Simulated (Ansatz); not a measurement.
Base system: ScCu$_{2}$ (space group I4/mmm, No. 139; a = 3.2515 Å, c = 8.2424 Å; a cell from a computed database, its experimental status unchecked). Axes: x, y, z lie along a, b, c of the conventional cell.

The values are results of Ansatz (a program for electronic structure) PBEsol, spin-orbit coupling left out, not measurements.

Base values:

| Item | Value |
|---|---|
| Shortest interatomic distance | 2.617 Å |
| Pressure | 0.0 GPa |

The change: compressive biaxial strain of 1.98 % in the plane normal to [001], as in epitaxy on a mismatched substrate; the out-of-plane cell vector and the atoms relax.

Problem. Predict the new shortest interatomic distance.

Solution. The shortest interatomic distance falls by 0.051 Å to 2.566 Å.

Problem. What does the calculation give for the pressure after the change?

Solution. The pressure (mean of the normal stresses, compression positive) goes from zero to 2.2 GPa.

Problem. Estimate the effect on the energy relative to the base.

Solution. The energy rises by 6.0 meV/atom.

Without a gap, meshes like the base's 20×20×20 leave anisotropic stresses uncertain by several tenths of a GPa, and small strain energies with them. Whether these cells are dynamically stable was not tested. All final runs are without spin polarisation.
